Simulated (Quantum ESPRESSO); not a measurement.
Worked example: self-consistent single point of Mg14NbSn (P1, 16 atoms in the cell) in Quantum ESPRESSO.

Method: PBEsol, SSSP 1.1.2 efficiency (PBE) pseudopotentials (plane waves; Quantum ESPRESSO 7.5).

The change in words: lattice scaled by 1.03; ecutwfc: 50 Ry → 30 Ry; ecutrho: 400 Ry → 240 Ry. Reference geometry:
```
CELL_PARAMETERS angstrom
      6.31883     0.00000     0.00000
     -3.15942     5.47227     0.00000
      0.00000     0.00000    10.27710
ATOMIC_POSITIONS crystal
  Mg 0.00150 0.50219 0.00016
  Mg 0.51459 0.00434 0.99894
  Mg 0.49456 0.49278 0.99794
  Mg 0.00603 0.50436 0.50084
  Mg 0.50114 0.99667 0.49711
  Mg 0.48017 0.48913 0.50666
  Mg 0.15520 0.82193 0.25541
  Mg 0.67170 0.84149 0.74252
  Mg 0.15580 0.31735 0.25990
  Mg 0.16713 0.83753 0.74296
  Mg 0.66919 0.82978 0.25291
  Mg 0.16238 0.32618 0.74643
  Mg 0.68139 0.35084 0.25502
  Mg 0.66815 0.32814 0.74660
  Nb 0.00311 0.01344 0.49929
  Sn 0.00129 0.01050 0.99732
```

Reference input (self-consistent single point, DFT, PBEsol, plane waves, SSSP 1.1.2 efficiency (PBE) pseudopotentials): ecutwfc = 50 Ry; ecutrho = 400 Ry; occupations = smearing; smearing = marzari-vanderbilt; degauss = 0.0073499 Ry; input_dft = pbesol; K_POINTS = automatic 4 4 2 0 0 0; conv_thr = 1e-10 Ry. This run's input differs from it in these lines:

```diff
@@ -13,4 +13,4 @@
     ntyp = 3
-    ecutwfc = 50
-    ecutrho = 400
+    ecutwfc = 30
+    ecutrho = 240
     occupations = 'smearing'
@@ -47,5 +47,5 @@
 CELL_PARAMETERS {angstrom}
-   6.31883000     0.00000000     0.00000000
-  -3.15941500     5.47226700     0.00000000
-   0.00000000     0.00000000    10.27710000
+   6.50839500     0.00000000     0.00000000
+  -3.25419700     5.63643500     0.00000000
+   0.00000000     0.00000000    10.58541300
```

Output (repeated stretches shortened):

```
     Self-consistent Calculation

     iteration #  1     ecut=    30.00 Ry     beta= 0.70

---- Real-time Memory Report at c_bands before calling an iterative solver
           561 MiB given to the printing process from OS
           182 MiB allocation reported by mallinfo(arena+hblkhd)
------------------

     total energy              =    -943.12575151 Ry
     estimated scf accuracy    <      10.61254689 Ry

     iteration #  2     ecut=    30.00 Ry     beta= 0.70

---- Real-time Memory Report at c_bands before calling an iterative solver
           682 MiB given to the printing process from OS
   [... lines left out ...]

---- Real-time Memory Report at c_bands before calling an iterative solver
           722 MiB given to the printing process from OS
           246 MiB allocation reported by mallinfo(arena+hblkhd)
------------------

     total energy              =    -951.36640929 Ry
     estimated scf accuracy    <          2.1E-10 Ry

     iteration # 20     ecut=    30.00 Ry     beta= 0.70

---- Real-time Memory Report at c_bands before calling an iterative solver
           724 MiB given to the printing process from OS
           246 MiB allocation reported by mallinfo(arena+hblkhd)
------------------
     End of self-consistent calculation

     the Fermi energy is     4.3431 ev

!    total energy              =    -951.36640929 Ry
     estimated scf accuracy    <          3.5E-11 Ry
     smearing contrib. (-TS)   =       0.00009480 Ry
     internal energy E=F+TS    =    -951.36650409 Ry

      -> PAW hartree energy AE =      77.85874306 Ry
      -> PAW hartree energy PS =     -77.46638104 Ry
      -> PAW xc energy AE      =    -675.48302850 Ry
      -> PAW xc energy PS      =      44.37711710 Ry
      -> total E_H with PAW    =     111.59526412 Ry
      -> total E_XC with PAW   =    -728.58473092 Ry

     convergence has been achieved in  20 iterations

     Forces acting on atoms (cartesian axes, Ry/au):

     atom    1 type  1   force =    -0.00158531    0.00286589   -0.00002752
   [... lines left out ...]

     Total force =     0.039048     Total SCF correction =     0.000005

          total   stress  (Ry/bohr**3)                   (kbar)     P=      -46.65
  -0.00031207   0.00000996   0.00000031          -45.91        1.46        0.05
   0.00000996  -0.00030867  -0.00000689            1.46      -45.41       -1.01
   0.00000031  -0.00000689  -0.00033061            0.05       -1.01      -48.63

   JOB DONE.
```

The run converged in 20 iterations. Against the reference run the free energy rises by 47.5 meV/atom, the pressure goes from -1.24 to -4.66 GPa and the largest force goes from 0.531 to 0.422 eV/Å.

The starting cell comes from a database of computed structures (which also holds hypothetical and non-ambient phases and stackings), without a prior relaxation at this level. Its atoms were displaced at random from the sites of space group no. 187. For this run, on top of that: lattice scaled by 1.03. Spin polarisation is off.

Cost on one core of a shared machine: roughly 4 min.
